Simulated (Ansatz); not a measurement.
Start from BaTiO3 (space group P4mm, No. 99; a = 3.955 Å, c = 4.046 Å).

The change: the cell is scaled by 0.9766 in all directions; the atoms relax in the strained cell.

Levels (all Ansatz, an electronic-structure program, PAW, earlier PAW set): PBEsol (420 eV, scalar-relativistic without spin-orbit coupling); r2SCAN (500 eV, no spin-orbit coupling); HSE06 (420 eV, no spin-orbit coupling); PBEsol+SOC (420 eV, with spin-orbit coupling).

One geometry, relaxed with PBEsol, under each level:

```csv
level,band gap,lowest conduction level above the VBM at special points,pressure
PBEsol,1.94 eV,Γ 1.94 eV; Z 2.09 eV; X 2.20 eV; R 3.89 eV,12.87 GPa
r2SCAN,2.38 eV,Γ 2.38 eV; Z 2.51 eV; X 2.62 eV; R 4.25 eV,17.35 GPa
HSE06,…,…,–
PBEsol+SOC,1.94 eV,Γ 1.94 eV; Z 2.09 eV; X 2.20 eV; R 3.89 eV,12.87 GPa
```

**Question.** Give the withheld HSE06 results.

**Answer.** 
- HSE06, band gap: 3.45 eV
- HSE06, lowest conduction level above the VBM at special points: Γ 3.45 eV; Z 3.61 eV; X 3.73 eV

Single points use the geometry relaxed with PBEsol. Their cutoffs differ, which shifts pressures a little. HSE06 gaps are upper bounds (no full band path). The spin-orbit shifts are approximate. Whether these cells are dynamically stable was not tested. The runs without spin-orbit coupling are not spin-polarised.
